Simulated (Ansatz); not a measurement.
An Ansatz (a first-principles code) run: InSe; PBE-D3(BJ) in Ansatz (plane waves to 420 eV, PAW, spin-orbit coupling left out), earlier PAW set.

Input:

Ansatz 0.2 input:
```yaml
crystal:
  lattice:
    - [4.0320425991, 0, 0]
    - [-2.0160212996, 3.49185132, 0]
    - [0, 0, 16.7625782265]
  atoms:
    - { symbol: In, position: [0.3333333333, 0.6666666667, 0.6666732797] }
    - { symbol: In, position: [0.6666666667, 0.3333333333, 0.1666732797] }
    - { symbol: In, position: [0.6666666667, 0.3333333333, 0.3333267203] }
    - { symbol: In, position: [0.3333333333, 0.6666666667, 0.8333267203] }
    - { symbol: Se, position: [0.3333333333, 0.6666666667, 0.0899110615] }
    - { symbol: Se, position: [0.6666666667, 0.3333333333, 0.5899110615] }
    - { symbol: Se, position: [0.6666666667, 0.3333333333, 0.9100889385] }
    - { symbol: Se, position: [0.3333333333, 0.6666666667, 0.4100889385] }
basis: { ecutwfc: 420, ecutrho_ratio: 4, xc_grid: 2, fft_grid_basis: typed }
kpoints: { mp_grid: { grid: [9, 9, 2] } }
hamiltonian:
  xc: pbe
  dispersion: d3bj
  pseudopotentials: { azcp: { folder: ./paw }, kind: paw }
scf: { occupations: { method: fermi_dirac, width: 0.05 }, convergence: { dr2_threshold: 0.0000000008 } }
output: { forces: true, stress: true }
```

Output:

```
WARN ansatz: RAYON_NUM_THREADS=2 ignored (pool sized by the plan → 2); use --threads N
Pseudopotentials: kind: paw
Pseudopotential: In, paw, valence charge 13
Pseudopotential: Se, paw, valence charge 16
Functional definition: PBE
Crystal: 8 atoms, lattice volume = 236.005 Å³
Basis set: ecut = 420 eV, 4629 PW (Γ), exchange–correlation on 54×54×240 points (8 copies of the dense FFT grid, shifted against one another)
Bands: 66, of which v1, the nominal top of the filled ones, is band 58 counted from 1 (57 counted from 0)
Symmetry: 24 space group operations
Space group: P63/mmc (ITA 194), of the structure as read, at distance tolerance 6.2e-5 Å
k-points: 24 of 162
Initial density: superposition of atomic densities (chi_scale 0.1, normalization cell, long waves kept (reshape's long-wave potential 0.69 eV rms))
Initial wavefunctions: pseudopotential atomic-orbital guess
Eigensolver: davidson
Functional: x = pbe(κ = 0.804, μ = 0.2195149727645171), c = pbe(β = 0.06672455060314922)
SCF iter   1: F=—  HF=-44279.633777 eV  |F-HF|=—  |Δ(HF+E_count)|=         —  Δρ=4.94e-2  dr2=2.94e1  ethr=3.10e-3  ⟨swp⟩=6.1  Hψ=6298  notcnv=0
all-band conjugate gradients solve this SCF's bands
preconditioner: auto → Resta (q_TF=auto, 2.424 Å⁻¹)
SCF iter   2: F=—  HF=-44274.752701 eV  |F-HF|=—  |Δ(HF+E_count)|=    4.88e0  Δρ=1.91e-2  dr2=7.91e-1  ethr=3.10e-3  ⟨swp⟩=4.7  Hψ=3291  notcnv=0  defer=39
SCF iter   3: F=—  HF=-44274.519202 eV  |F-HF|=—  |Δ(HF+E_count)|=   2.33e-1  Δρ=1.10e-2  dr2=2.38e-1  ethr=6.82e-4  ⟨swp⟩=2.2  Hψ=3312  notcnv=0  defer=70
SCF iter   4: F=—  HF=-44274.467827 eV  |F-HF|=—  |Δ(HF+E_count)|=   5.14e-2  Δρ=1.92e-3  dr2=1.71e-2  ethr=2.05e-4  ⟨swp⟩=3.0  Hψ=3027  notcnv=0  defer=70
SCF iter   5: F=—  HF=-44274.463071 eV  |F-HF|=—  |Δ(HF+E_count)|=   4.76e-3  Δρ=8.48e-4  dr2=2.35e-3  ethr=1.47e-5  ⟨swp⟩=2.0  Hψ=2906  notcnv=0  defer=70
SCF iter   6: F=—  HF=-44274.465281 eV  |F-HF|=—  |Δ(HF+E_count)|=   2.21e-3  Δρ=1.84e-4  dr2=2.79e-4  ethr=2.03e-6  ⟨swp⟩=2.0  Hψ=1915  notcnv=0  defer=70
SCF iter   7: F=—  HF=-44274.465429 eV  |F-HF|=—  |Δ(HF+E_count)|=   1.47e-4  Δρ=5.27e-5  dr2=9.26e-6  ethr=2.41e-7  ⟨swp⟩=2.0  Hψ=1895  notcnv=0  defer=70
SCF iter   8: F=—  HF=-44274.465464 eV  |F-HF|=—  |Δ(HF+E_count)|=   3.51e-5  Δρ=2.11e-5  dr2=1.90e-6  ethr=7.98e-9  ⟨swp⟩=2.0  Hψ=2433  notcnv=0  defer=70
SCF iter   9: F=—  HF=-44274.465465 eV  |F-HF|=—  |Δ(HF+E_count)|=   1.41e-6  Δρ=5.47e-6  dr2=1.97e-7  ethr=1.64e-9  ⟨swp⟩=2.0  Hψ=2427  notcnv=0  defer=70
SCF iter  10: F=—  HF=-44274.465465 eV  |F-HF|=—  |Δ(HF+E_count)|=   1.42e-7  Δρ=1.38e-6  dr2=4.49e-9  ethr=1.70e-10  ⟨swp⟩=2.0  Hψ=1911  notcnv=0  defer=70
SCF iter  11: F=-44274.465465 eV  HF=-44274.465465 eV  |F-HF|=4.29e-10  |Δ(HF+E_count)|=   8.88e-9  Δρ=3.19e-7  dr2=4.13e-10  ethr=1.00e-12  ⟨swp⟩=4.8  Hψ=5920  notcnv=0
SCF 1 converged in 11 iterations: F = -44274.465465 eV  dr2 = 4.13e-10
SCF converged after 11 iterations
Free energy (F): -44274.465465 eV
Harris-Foulkes:  -44274.465465 eV  (|F-HF|=4.29e-10)
Internal energy: -44274.465238 eV  (E = F + TS)
E sigma→0 (E₀):  -44274.465352 eV
Entropy (-TS):   -0.000227 eV (-0.028 meV/atom)
Fermi energy:    7.226186 eV
--- Per-component energies (eV) ---
  E_band       = -1851.368719
  E_kinetic    = 1315.423027
  E_local      = -16488.821577  (includes V_loc(G=0)·N_el)
  E_nonlocal   = -108.740605
  E_hartree    = 8005.584011
  E_xc         = -911.120717
  E_vxc        = -717.537561  (∫ρ·V_xc dr)
  E_paw        = -25358.483751  (= ΣΔE_a)
  E_vpaw       = -1862.859802  (= ΣTr[D̂ρ^β])
  E_aug_tail   = -0.000894  (compensation charges beyond the density's cutoff)
  E_ewald      = -10725.929961
  E_disp       = -2.374771  (pairwise vdW)
  E_smearing   = -0.000227  (= −TS)
  E_closure    = -0.000000  (closes the sum)
  Σ components = -44274.465465   (vs F -44274.465465, Δ=0.00e0)
  [band-id]    e_kinetic+e_local+e_nonlocal+2·e_hartree+e_vxc+e_vpaw+e_augmentation_tail = -1851.369390   (vs E_band -1851.368719, Δ=-6.71e-4)
--- Forces (eV/Å), atoms counted from 1 ---
  atom   1  In    -0.00000000    -0.00000000    -0.00015725
  atom   2  In     0.00000000     0.00000000    -0.00015725
  atom   3  In     0.00000000     0.00000000     0.00015725
  atom   4  In    -0.00000000    -0.00000000     0.00015725
  atom   5  Se     0.00000000    -0.00000000     0.00029342
  atom   6  Se     0.00000000     0.00000000     0.00029342
  atom   7  Se     0.00000000     0.00000000    -0.00029342
  atom   8  Se     0.00000000    -0.00000000    -0.00029342
  max |Σ_I F_I| component: 1.63e-17 eV/Å
--- Stress (GPa, compression-positive) ---
       -0.000571      -0.000000       0.000000
        0.000000      -0.000571       0.000000
        0.000000       0.000000       0.003542
  P = ⅓ Tr σ = 0.0008 GPa (0.008 kbar)
  The stress holds the Pulay correction. Without it, at fixed plane waves, as pw.x and ABINIT print it: P = -0.0174 GPa
  The stress includes an estimate of the error left by incomplete SCF convergence (largest component 0.0000 GPa).
--- Band table ---
  band table: none
```

Whether these cells are dynamically stable was not tested. The cell is InSe in the beta-GaS type structure (space group P6_3/mmc, No. 194; layered, stacked along the Cartesian z axis).
